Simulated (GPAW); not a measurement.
Input and output of a self-consistent single point for ReAu2 (Fd-3m, 6 atoms in the cell) (GPAW).

Computed with PBE, GPAW PAW datasets PBE (gpaw-data 1.0.1) (plane waves; GPAW).

```
CELL_PARAMETERS angstrom
      0.00000     3.95483     3.95483
      3.95483     0.00000     3.95483
      3.95483     3.95483     0.00000
ATOMIC_POSITIONS crystal
  Au 0.12500 0.12500 0.12500
  Au 0.62500 0.12500 0.12500
  Au 0.12500 0.62500 0.12500
  Au 0.12500 0.12500 0.62500
  Re 0.75000 0.75000 0.75000
  Re 0.50000 0.50000 0.50000
```

Reference input (self-consistent single point, DFT PBE, plane waves, GPAW PAW datasets PBE (gpaw-data 1.0.1)): mode = pw; ecut = 600 eV; xc = PBE; kpts = 5 5 5; mesh shift (steps) = 0 0 0; occupations.name = methfessel-paxton; occupations.width = 0.272 eV; occupations.order = 1; nbands = -12; symmetry.symmorphic = false; symmetry.tolerance = 0.0005; maxiter = 150. This run's input differs from it in these lines:

```diff
@@ -18,3 +18,3 @@
             xc='PBE',
-            kpts=(5, 5, 5),
+            kpts=(7, 7, 7),
             occupations={'name': 'methfessel-paxton', 'width': 0.272, 'order': 1},
```

Output, abridged:

```
     iter     time        total  log10-change:
                         energy   eigst   dens
iter:   1 --:--:--   -30.572424
iter:   2 --:--:--   -29.412480   -1.61  -1.28
iter:   3 --:--:--   -28.950920   -2.29  -1.34
iter:   4 --:--:--   -28.142925   -1.17  -1.36
iter:   5 --:--:--   -28.015063   -1.95  -1.78
iter:   6 --:--:--   -28.012718   -2.98  -2.04
iter:   7 --:--:--   -27.954693   -2.07  -2.06
iter:   8 --:--:--   -27.934695   -3.32  -2.13
iter:   9 --:--:--   -27.934458c  -4.12  -3.06
iter:  10 --:--:--   -27.934464c  -5.38  -3.31
iter:  11 --:--:--   -27.934695c  -4.97  -3.25
iter:  12 --:--:--   -27.934273c  -4.96  -3.17
iter:  13 --:--:--   -27.934241c  -5.48  -3.63
   [... 3 lines left out ...]
iter:  17 --:--:--   -27.934240c  -6.53  -3.91
iter:  18 --:--:--   -27.934234c  -6.40  -3.80
iter:  19 --:--:--   -27.934234c  -6.69  -3.95
iter:  20 --:--:--   -27.934233c  -6.07  -3.96
iter:  21 --:--:--   -27.934230c  -7.26  -4.20c
iter:  22 --:--:--   -27.934232c  -7.48c -4.49c
Converged after 22 iterations.

Dipole moment: (-26.633410, -26.633410, -26.633410) |e|*Ang

Energy contributions relative to reference atoms: (reference = -2973768.195469)

Kinetic:       -111.288760
Potential:      +92.808139
External:        +0.000000
XC:             -10.136762
Entropy (-ST):   +0.054462
Local:           +0.646844
SIC:             +0.000000
--------------------------
Free energy:    -27.916077
Extrapolated:   -27.934232

Showing only first 2 kpts
 Kpt  Band  Eigenvalues  Occupancy
  0    33      7.23039    2.00139
  0    34      7.23039    2.00139
  0    35      7.93401    1.04119
  0    36      8.46941   -0.01908

  1    33      7.35532    2.00949
  1    34      7.35532    2.00949
  1    35      8.32024   -0.06386
  1    36      8.39618   -0.03932

Fermi level: 7.94063

No gap
   [... lines left out ...]
  0 Au    0.00000    0.00000   -0.00000
  1 Au   -0.00000   -0.00000    0.00000
  2 Au    0.00000    0.00000   -0.00000
  3 Au    0.00000    0.00000    0.00000
  4 Re    0.00000   -0.00000   -0.00000
  5 Re    0.00000   -0.00000    0.00000

Stress tensor:
     0.122246     0.000000     0.000000
     0.000000     0.122246    -0.000000
     0.000000    -0.000000     0.122246
Stress (GPa, Voigt): [19.586 19.586 19.586 -0.     0.     0.   ]
```

The run converged in 22 iterations. GPAW prints stress with tension positive. Against the reference run the free energy goes down by 3.1 meV/atom and the pressure moves little (-19.52 to -19.59 GPa).

The starting cell was generated: these elements placed on a structure prototype, without a prior relaxation; it need not be a known phase or ordering of this composition. Its lattice was rescaled by a random factor within 2.5 % of one. Spin polarisation is off. With a pressure of about -20 GPa the cell is away from its equilibrium volume at this level.

Cost on one core of a shared machine: roughly 3 min.
